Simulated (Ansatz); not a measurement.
**A computed series for LiF: response to strain**

Take LiF in the rock salt structure (space group Fm-3m, No. 225; a = 4.008 Å) as the base. Axes: x, y, z lie along the cube axes.

Strains are applied to the cell and any free atomic positions relax.

All numbers come from PBEsol (Ansatz, a first-principles code; PAW; 420 eV plane waves; spin-orbit coupling left out).

Candidates:
(a) uniaxial strain ε_zz = −2.00 %
(b) uniaxial strain ε_zz = +0.50 %
(c) uniaxial strain ε_zz = −1.00 %
(d) uniaxial strain ε_zz = +1.50 %
(e) uniaxial strain ε_zz = +3.00 %

For the base:

The band gap is 9.05 eV.

### Question
Order them by band gap, lowest first.

### Answer
(e) uniaxial strain ε_zz = +3.00 % (8.75 eV), (d) uniaxial strain ε_zz = +1.50 % (8.90 eV), (b) uniaxial strain ε_zz = +0.50 % (9.00 eV), (c) uniaxial strain ε_zz = −1.00 % (9.13 eV), (a) uniaxial strain ε_zz = −2.00 % (9.21 eV)

Whether these cells are dynamically stable was not tested.
